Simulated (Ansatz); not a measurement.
Ansatz (a first-principles code) run on LuAu4 (I4, 5 atoms in the cell): self-consistent single point.

Computed with LDA (PW92), default PAW files made with PBE (plane waves; Ansatz).

The change in words: lattice scaled by 0.98; basis.ecutwfc: 420 eV → 735 eV. Reference geometry:
```yaml
crystal:
  lattice:
    - [-3.33299, 3.33299, 2.06013]
    - [3.33299, -3.33299, 2.06013]
    - [3.33299, 3.33299, -2.06013]
  atoms:
    - { symbol: Lu, position: [0.01213, 0.01213, 0.00000] }
    - { symbol: Au, position: [0.20015, 0.39883, 0.59898] }
    - { symbol: Au, position: [0.79985, 0.60117, 0.40102] }
    - { symbol: Au, position: [0.39883, 0.79985, 0.19868] }
    - { symbol: Au, position: [0.60117, 0.20015, 0.80132] }
```

Reference input (self-consistent single point, DFT, LDA (PW92), plane waves, default PAW files made with PBE): basis.ecutwfc = 420 eV; kpoints.mp_grid.grid = 5 5 5; hamiltonian.xc = lda; hamiltonian.pseudopotentials = {kind: paw} (the program's default PAW files); scf.occupations.method = fermi_dirac; scf.occupations.width = 0.1 eV. This run's input differs from it in these lines:

Ansatz 0.2 input:
```diff
@@ -2,5 +2,5 @@
   lattice:
-    - [-3.33299100, 3.33299100, 2.06012600]
-    - [3.33299100, -3.33299100, 2.06012600]
-    - [3.33299100, 3.33299100, -2.06012600]
+    - [-3.26633100, 3.26633100, 2.01892300]
+    - [3.26633100, -3.26633100, 2.01892300]
+    - [3.26633100, 3.26633100, -2.01892300]
   atoms:
@@ -12,3 +12,3 @@
 basis:
-  ecutwfc: 420.0
+  ecutwfc: 735.0
 kpoints:
```

Output, abridged:

```
SCF iter   1: F=—  HF=-65955.959402 eV  |F-HF|=—  |Δ(HF+E_count)|=         —  Δρ=7.36e-3  dr2=4.18e-2  ethr=1.77e-3  ⟨swp⟩=6.4  Hψ=5704  notcnv=0  defer=14
all-band conjugate gradients solve this SCF's bands
preconditioner: auto → Kerker (q_TF=auto, 2.802 Å⁻¹)
SCF iter   2: F=—  HF=-65955.950989 eV  |F-HF|=—  |Δ(HF+E_count)|=   8.41e-3  Δρ=3.64e-3  dr2=8.50e-3  ethr=4.13e-5  ⟨swp⟩=2.9  Hψ=2797  notcnv=0  defer=35
   [... lines left out ...]
SCF iter   6: F=—  HF=-65955.949211 eV  |F-HF|=—  |Δ(HF+E_count)|=   4.79e-5  Δρ=9.32e-5  dr2=1.04e-5  ethr=2.26e-7  ⟨swp⟩=2.6  Hψ=2392  notcnv=0  defer=35
SCF iter   7: F=—  HF=-65955.949218 eV  |F-HF|=—  |Δ(HF+E_count)|=   7.08e-6  Δρ=1.60e-5  dr2=3.17e-7  ethr=1.03e-8  ⟨swp⟩=3.1  Hψ=2804  notcnv=0  defer=35
SCF iter   8: F=—  HF=-65955.949218 eV  |F-HF|=—  |Δ(HF+E_count)|=   9.21e-8  Δρ=1.09e-5  dr2=9.27e-8  ethr=9.90e-11  ⟨swp⟩=14.2  Hψ=9319  notcnv=0
SCF iter   9: F=-65955.949218 eV  HF=-65955.949218 eV  |F-HF|=9.17e-10  |Δ(HF+E_count)|=   5.35e-8  Δρ=1.30e-6  dr2=1.34e-9  ethr=9.18e-11  ⟨swp⟩=6.5  Hψ=6242  notcnv=0
SCF 1 converged in 9 iterations: F = -65955.949218 eV  dr2 = 1.34e-9
Free energy (F): -65955.949218 eV
Internal energy: -65955.913554 eV  (E = F + TS)
E sigma→0 (E₀):  -65955.931386 eV
Entropy (-TS):   -0.035664 eV (-7.133 meV/atom)
Fermi energy:    21.064876 eV
--- Forces (eV/Å), atoms counted from 1 ---
  atom   1  Lu     0.00000000     0.00000000    -0.47912991
  atom   2  Au     0.00880883    -0.04802949     0.11977936
  atom   3  Au    -0.00880883     0.04802949     0.11977936
  atom   4  Au     0.04802949     0.00880883     0.11977936
  atom   5  Au    -0.04802949    -0.00880883     0.11977936
--- Stress (GPa, compression-positive) ---
        2.044784      -0.000000       0.000000
        0.000000       2.044784       0.000000
        0.000000       0.000000       3.282084
  P = ⅓ Tr σ = 2.4572 GPa (24.572 kbar)
  The stress holds the Pulay correction. Without it, at fixed plane waves, as pw.x and ABINIT print it: P = 2.4550 GPa
```

The run converged in 9 iterations. Against the reference run the free energy drops by 17.4 meV/atom, the pressure goes from -6.65 to 2.46 GPa and the largest force goes from 0.376 to 0.479 eV/Å.

The starting cell comes from a database of computed structures (which also holds hypothetical and non-ambient phases and stackings), without a prior relaxation at this level. Its lattice was rescaled by up to half a per cent. One atom was moved a little off its site on purpose. For this run, on top of that: lattice scaled by 0.98. Ansatz's pressure includes its estimate of the finite-basis (Pulay) stress.

Cost on one core of a shared machine: roughly 30 s.
